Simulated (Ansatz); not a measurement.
Worked example: self-consistent single point of NbRu (P4mm, 2 atoms in the cell) in Ansatz (a program for electronic structure).

Computed with LDA (PW92), default PAW files made with PBE (plane waves; Ansatz).

```yaml
crystal:
  lattice:
    - [3.06874, 0.00000, 0.00000]
    - [0.00000, 3.06874, 0.00000]
    - [0.00000, 0.00000, 3.44215]
  atoms:
    - { symbol: Nb, position: [0.00000, 0.00000, 0.01453] }
    - { symbol: Ru, position: [0.50000, 0.50000, 0.50000] }
```

Reference input (self-consistent single point, DFT, LDA (PW92), plane waves, default PAW files made with PBE): basis.ecutwfc = 30.9 Ry; kpoints.mp_grid.grid = 11 11 10; hamiltonian.xc = lda; hamiltonian.pseudopotentials = {kind: paw} (the program's default PAW files); scf.occupations.method = fermi_dirac; scf.occupations.width = 0.0073 Ry. This run's input differs from it in these lines:

Ansatz 0.2 input:
```diff
@@ -11,3 +11,3 @@
 kpoints:
-  mp_grid: { grid: [11, 11, 10] }
+  mp_grid: { grid: [12, 12, 11] }
 hamiltonian:
@@ -16,3 +16,3 @@
 scf:
-  occupations: { method: fermi_dirac, width: 0.0073 Ry }
+  occupations: { method: fermi_dirac, width: 0.022 Ry }
 output:
```

Output, abridged:

```
SCF iter   1: F=—  HF=-10201.431444 eV  |F-HF|=—  |Δ(HF+E_count)|=         —  Δρ=7.70e-3  dr2=7.74e-3  ethr=1.77e-3  ⟨swp⟩=5.3  Hψ=14524  notcnv=0
all-band conjugate gradients solve this SCF's bands
preconditioner: auto → none
SCF iter   2: F=—  HF=-10201.431129 eV  |F-HF|=—  |Δ(HF+E_count)|=   3.15e-4  Δρ=4.22e-3  dr2=2.97e-3  ethr=2.67e-5  ⟨swp⟩=2.0  Hψ=5785  notcnv=0
SCF iter   3: F=—  HF=-10201.430846 eV  |F-HF|=—  |Δ(HF+E_count)|=   2.83e-4  Δρ=4.36e-4  dr2=6.44e-5  ethr=1.02e-5  ⟨swp⟩=1.1  Hψ=3689  notcnv=0
SCF iter   4: F=—  HF=-10201.430834 eV  |F-HF|=—  |Δ(HF+E_count)|=   1.14e-5  Δρ=1.67e-4  dr2=9.20e-6  ethr=2.22e-7  ⟨swp⟩=2.0  Hψ=5973  notcnv=0
SCF iter   5: F=—  HF=-10201.430831 eV  |F-HF|=—  |Δ(HF+E_count)|=   2.90e-6  Δρ=3.05e-5  dr2=1.21e-7  ethr=3.17e-8  ⟨swp⟩=2.2  Hψ=5093  notcnv=0
SCF iter   6: F=-10201.430831 eV  HF=-10201.430831 eV  |F-HF|=4.70e-8  |Δ(HF+E_count)|=   2.94e-8  Δρ=1.11e-5  dr2=5.92e-8  ethr=3.45e-10  ⟨swp⟩=4.7  Hψ=13772  notcnv=0
SCF 1 converged in 6 iterations: F = -10201.430831 eV  dr2 = 5.92e-8
Free energy (F): -10201.430831 eV
Internal energy: -10200.829425 eV  (E = F + TS)
E sigma→0 (E₀):  -10201.130128 eV
Entropy (-TS):   -0.601406 eV (-300.703 meV/atom)
Fermi energy:    19.760900 eV
--- Forces (eV/Å), atoms counted from 1 ---
  atom   1  Nb     0.00000000     0.00000000    -0.13510658
  atom   2  Ru    -0.00000000     0.00000000     0.13533497
--- Stress (GPa, compression-positive) ---
      -12.902190       0.000000      -0.000000
        0.000000     -12.902190       0.000000
       -0.000000       0.000000     -14.593006
  P = ⅓ Tr σ = -13.4658 GPa (-134.658 kbar)
  The stress holds the Pulay correction. Without it, at fixed plane waves, as pw.x and ABINIT print it: P = -13.4854 GPa
```

The run converged in 6 iterations. Against the reference run the free energy goes down by 141 meV/atom, the pressure goes from -14.85 to -13.47 GPa and the largest force goes from 0.089 to 0.135 eV/Å.

The starting cell comes from a database of computed structures (which also holds hypothetical and non-ambient phases and stackings), without a prior relaxation at this level. Its lattice was rescaled by up to half a per cent. One atom was moved a little off its site on purpose. Spin polarisation is off. With a pressure of about -13 GPa the cell is away from its equilibrium volume at this level. Ansatz's pressure includes its estimate of the finite-basis (Pulay) stress.
